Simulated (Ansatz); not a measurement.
**Habitual settings against a tight run: Rb₂NaAuF₆ (Fm-3m, 10 atoms in the cell)**

Self-consistent single point.

```
CELL_PARAMETERS angstrom
      0.00000     4.35298     4.35298
      4.35298     0.00000     4.35298
      4.35298     4.35298     0.00000
ATOMIC_POSITIONS crystal
  Rb 0.75000 0.75000 0.75000
  Rb 0.25000 0.25000 0.25000
  Na 0.50000 0.50000 0.50000
  Au 0.00000 0.00000 0.00000
  F  0.75793 0.24207 0.24207
  F  0.24207 0.75793 0.75793
  F  0.24207 0.75793 0.24207
  F  0.75793 0.24207 0.75793
  F  0.24207 0.24207 0.75793
  F  0.75793 0.75793 0.24207
```
Moments meant for the start (each program seeds them in its own way; μB, in the order of the atoms Rb Rb Na Au F F F F F F): 0.0 0.0 0.0 1.0 0.0 0.0 0.0 0.0 0.0 0.0.

Level of theory: PBEsol, default PAW files made with PBE (plane waves; Ansatz, a first-principles code).

Base settings: basis.ecutwfc = 420 eV; kpoints.mp_grid.grid = 5 5 5; hamiltonian.xc = pbesol; hamiltonian.pseudopotentials = {kind: paw} (the program's default PAW files); magnetization.spin_polarized = true; scf.occupations.method = gaussian; scf.occupations.width = 0.01 eV.

Tight run (finer mesh or higher cutoff; not a proven limit): basis.ecutwfc: 420 eV → 590 eV; kpoints.mp_grid.grid: 5 5 5 → 7 7 7; scf.convergence.dr2_threshold: default (1e-07 eV) → 1e-09 eV. It gave top of the valence band (on the code's own zero) 4.67 eV; gap on the k-point mesh 0.55 eV; pressure 0.19 GPa; largest force (vector length) 0.088 eV/Å; size of the cell's spin moment 2.00 μB.

Quick runs, as changes from the base:
- A: the base itself
- B: basis.ecutwfc: 420 eV → 210 eV; kpoints.mp_grid.grid: 5 5 5 → 4 4 4; hamiltonian.xc: pbesol → lda; scf.occupations.method: gaussian → cold; scf.occupations.width: 0.01 eV → 0.136 eV [LDA (PW92)]
- C: basis.ecutwfc: 420 eV → 250 eV; kpoints.mp_grid.grid: 5 5 5 → 6 6 6; scf.occupations.width: 0.01 eV → 0.272 eV

Energies are extrapolated to zero smearing width, which holds to low order in the width alone.

Dashes: energy of B, another energy zero.

† marks runs with another functional, U, potentials or spin treatment: their distance from the tight run is not a convergence error alone.

The count of work is k-points × plane waves × bands × iterations; it is no time. 

Pressures in the table are Ansatz's without its Pulay estimate, at a fixed set of plane waves; the tight run's value above holds the estimate.

The starting cell comes from a database of computed structures (which also holds hypothetical and non-ambient phases and stackings), without a prior relaxation at this level. Its lattice was rescaled by a random factor within 2.5 % of one. Spin-orbit coupling is off. With one magnetic atom in the cell only a parallel order is possible.

```csv
run,energy less tight (meV/atom),pressure less tight (GPa),largest miss in a force vector (eV/Å),count of work / tight
A,3.6,-0.46,0.002,0.26
B†,–,-224.83,0.441,0.085
C,1919.0,-90.61,0.520,0.20
```

Among the runs at the tight run's level, the energy misses run from 3.6 to 1919.0 meV/atom.

Left out of this page: 1 run of the series with a known weakness of the program; 2 runs of the series outside the window shown, repeating another row's setting, or not comparable.

Keys are those of Ansatz 0.2.
